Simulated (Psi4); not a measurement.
Psi4 1.11, PBE/def2-svp: Ga(Cl) ([Cl][Ga]), 2 atoms. The geometry is a generated start, not checked to be a minimum at this level.

```json
{
 "task": "energy",
 "method": "pbe",
 "basis": "def2-svp",
 "memory": "3 GB",
 "maxiter": "100",
 "keys_of_the_molecule_block": "symmetry c1",
 "scf_type": "df (default)",
 "e_convergence": "1e-06 (default)",
 "d_convergence": "1e-06 (default)",
 "dft_radial_points": "75 (default)",
 "dft_spherical_points": "302 (default)",
 "basis_functions": "50",
 "grid_points": "42369"
}
```

```xyz
2

Ga    -0.6408    -0.6144    -0.6241
Cl     0.6408     0.6144     0.6241
```

With the defaults (diis = true, scf_initial_accelerator = adiis, damping_percentage = 0, level_shift = 0, level_shift_cutoff = 0.01, diis_max_vecs = 10, soscf = false, soscf_start_convergence = 0.01, guess = auto, which took SAD) it converges in 10 SCF iterations. One run each on 2 threads, with these changes:
- guess = sap
- level_shift = 0.1, level_shift_cutoff = 0.001
- soscf = true, soscf_start_convergence = 0.1
- diis = false, scf_initial_accelerator = none, damping_percentage = 60
- damping_percentage = 20
- guess = gwh
- soscf = true
- scf_initial_accelerator = none
- diis_max_vecs = 6

Name the settings that don't reach the solution of the defaults.

No convergence: diis = false, scf_initial_accelerator = none, damping_percentage = 60 (the run ends without SCF convergence in 100 iterations). The rest reach the solution of the defaults.

| setting | SCF iterations | JK calls | end |
|---|---|---|---|
| soscf = true, soscf_start_convergence = 0.1 | 7 | 23 | same solution |
| soscf = true | 8 | 24 | same solution |
| guess = sap | 8 | 8 | same solution |
| the defaults | 10 | 11 | same solution |
| level_shift = 0.1, level_shift_cutoff = 0.001 | 10 | 11 | same solution |
| diis_max_vecs = 6 | 10 | 11 | same solution |
| scf_initial_accelerator = none | 10 | 11 | same solution |
| guess = gwh | 12 | 12 | same solution |
| damping_percentage = 20 | 18 | 19 | same solution |
| diis = false, scf_initial_accelerator = none, damping_percentage = 60 | 100 | 101 | no convergence |

An SOSCF iteration holds several JK calls; a Hückel guess adds calls on atoms. 1 further run of the study ended by our limits or in an error and is left out.
